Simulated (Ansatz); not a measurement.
**By hand: formation energy of MoSi2 (I4/mmm) from the elements**

Consider the formation energy of MoSi2 (I4/mmm) from the elements. Reaction: 2 Si (diamond) + Mo (bcc) → MoSi2 (I4/mmm). A negative value means that the right-hand side lies lower. The value is per atom of the solid.

MoSi2 (I4/mmm), 3 atoms in the cell; spin state with PBE: run without spin. Conventional cell: a = 3.217 Å, b = 3.217 Å, c = 7.873 Å, α = 90.00°, β = 90.00°, γ = 90.00°.

Method: Ansatz (an electronic-structure program), PAW, neutral cells at 0 K with nuclei at rest, on structures from PBE. Ansatz runs with its default PAW set. A dispersion term (D3(BJ), or D4 for r2SCAN) was computed beside these levels and is taken off wherever the name lacks it.

Total energies of the cells in eV, at zero smearing width. They compare only within one column; the weights balance every element.

```json
[
 {"cell": "MoSi2 (I4/mmm)", "atoms": "3", "weight": "+1", "PBE": "-6229.12460"},
 {"cell": "Si (diamond)", "atoms": "2", "weight": "−1", "PBE": "-1271.61962"},
 {"cell": "Mo (bcc)", "atoms": "1", "weight": "−1", "PBE": "-4956.02195"}
]
```

PBE: (-6229.12460) − (-1271.61962) − (-4956.02195) = -1.483 eV; dividing by 3 atoms gives -0.49 eV/atom.

What follows from the PBE value: A formula unit of MoSi2 has 3 atoms, so it forms with -0.4943 × 3 = -1.483 eV, or -143.1 kJ/mol at 96.485 kJ/mol per eV.
